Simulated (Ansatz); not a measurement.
Sn: response to strain

The reference is Sn in the diamond structure (space group Fd-3m, No. 227; a = 6.4745 Å; relaxed with 0.1 eV smearing). Axes: x, y, z lie along the cube axes.

Strains are applied to the cell and any free atomic positions relax; under biaxial strain the out-of-plane vector relaxes too.

Level of theory: plane-wave PAW DFT at the LDA level (Ansatz, a first-principles code, 420 eV), spin-orbit coupling left out.

Notes on the quantities. pressure: mean of the normal stresses, compression positive.

| case | pressure | volume per atom |
|---|---|---|
| base | 0.0 GPa | 33.93 Å³ |
| biaxial strain −2.50 %, plane normal [001], relaxed out of plane | 1.2 GPa | 33.07 Å³ |
| biaxial strain −2.00 %, plane normal [001], relaxed out of plane | 0.9 GPa | 33.25 Å³ |
| biaxial strain −1.00 %, plane normal [001], relaxed out of plane | 0.4 GPa | 33.59 Å³ |
| biaxial strain −0.50 %, plane normal [001], relaxed out of plane | 0.2 GPa | 33.76 Å³ |
| biaxial strain +0.50 %, plane normal [001], relaxed out of plane | -0.2 GPa | 34.08 Å³ |
| biaxial strain +1.00 %, plane normal [001], relaxed out of plane | -0.4 GPa | 34.25 Å³ |
| biaxial strain +1.50 %, plane normal [001], relaxed out of plane | -0.6 GPa | 34.40 Å³ |
| biaxial strain +2.00 %, plane normal [001], relaxed out of plane | -0.8 GPa | 34.56 Å³ |
| biaxial strain +2.50 %, plane normal [001], relaxed out of plane | … | … |

Question: Some entries are withheld; estimate them.

Answer: 
- biaxial strain +2.50 %, plane normal [001], relaxed out of plane, pressure: -1.0 GPa
- biaxial strain +2.50 %, plane normal [001], relaxed out of plane, volume per atom: 34.71 Å³

Stability against distortions was not tested.
